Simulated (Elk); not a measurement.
Band structure of CoPd3 (Pm-3m, 4 atoms in the cell).

```
CoPd3
1.0
    3.89388     0.00000     0.00000
    0.00000     3.89388     0.00000
    0.00000     0.00000     3.89388
Co Pd
1 3
Direct
  0.00000   0.00000   0.00000
  0.00000   0.50000   0.50000
  0.50000   0.00000   0.50000
  0.50000   0.50000   0.00000
```
Moments meant for the start (each program seeds them in its own way; μB, in the order of the atoms Co Pd Pd Pd): 3.0 1.0 1.0 1.0.

Method of the run: PBEsol, all-electron FP-LAPW, Elk's shipped species files, default APW+lo basis in Elk 10.2.4.

Settings: xctype = 22; spinpol = true; swidth = 0.00367493 Ha; ngridk = 9 9 9; reducebf = 0.8; rmtscf = 0.94; maxscl = 100; bfcmt = [[0.0, 0.0, -0.75], [0.0, 0.0, -0.25], [0.0, 0.0, -0.25], [0.0, 0.0, -0.25]].

The starting cell comes from a database of computed structures (which also holds hypothetical and non-ambient phases and stackings), without a prior relaxation at this level. Its lattice was rescaled by a random factor within 2.5 % of one. The magnetic order is the one reached from the typed start; others were not searched systematically. Values depend on the basis (sphere radii, cutoffs, local orbitals), which need not be converged.

Levels in eV from the Fermi level, bands 33 to 40 of the first spin channel:
```json
[
 {"point": "Γ", "33": "-0.30", "34": "0.05", "35": "0.05", "36": "0.05", "37": "2.63", "38": "2.63", "39": "2.63", "40": "9.19"},
 {"point": "X", "33": "-1.53", "34": "-1.44", "35": "-0.87", "36": "-0.82", "37": "0.05", "38": "7.75", "39": "7.75", "40": "7.89"},
 {"point": "M", "33": "-1.83", "34": "-1.50", "35": "-1.46", "36": "0.91", "37": "1.07", "38": "1.90", "39": "1.90", "40": "10.51"},
 {"point": "R", "33": "-0.27", "34": "-0.27", "35": "-0.27", "36": "0.26", "37": "0.26", "38": "0.26", "39": "0.82", "40": "5.65"}
]
```

Bands cross the Fermi level along this path, so the cell is metallic at this level.

The net moment of the cell came out as 3.05 μB.
